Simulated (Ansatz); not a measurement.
Results of r²SCAN (PAW; Ansatz, a first-principles code) for Pd (model structure, started from the diamond type, Fd-3m, No. 227, 2 atoms in the cell).

Settings: plane-wave cutoff 560 eV, 18×18×18 k mesh, Fermi–Dirac smearing 0.05 eV, scalar-relativistic PAW data made under PBE.

Cell (relaxed at this level):

```cif
data_Pd8
_chemical_formula_sum 'Pd8'
_space_group_name_H-M_alt 'Fd-3m :1'
_space_group_IT_number 227
_space_group_name_Hall 'F 4d 2 3 -1d'
_cell_length_a 5.73716
_cell_length_b 5.73716
_cell_length_c 5.73716
_cell_angle_alpha 90.000
_cell_angle_beta 90.000
_cell_angle_gamma 90.000
loop_
_atom_site_label
_atom_site_type_symbol
_atom_site_symmetry_multiplicity
_atom_site_Wyckoff_symbol
_atom_site_fract_x
_atom_site_fract_y
_atom_site_fract_z
_atom_site_occupancy
Pd1 Pd 8 b 0.50000 0.50000 0.50000 1
```
(The calculation used a cell of 2 atoms; values per cell refer to that cell.)

**Question.** Estimate the bulk modulus that the calculation returns.

**Answer.** 
bulk modulus: 76.9 GPa

The run finds no gap.

Note: the bulk modulus is −V dP/dV from two relaxed cells at ±2 % in volume; the relaxation could raise the start's symmetry but not lower it, so the cell can be a saddle point.

The computed numbers hold no vibrational or temperature effects.

It cost around 2.9 core-minutes (rough) of CPU time.

A model structure was made by putting elements into a prototype or built by hand; it is no filed structure, need not be a known phase, and can be a saddle point held by its symmetry.
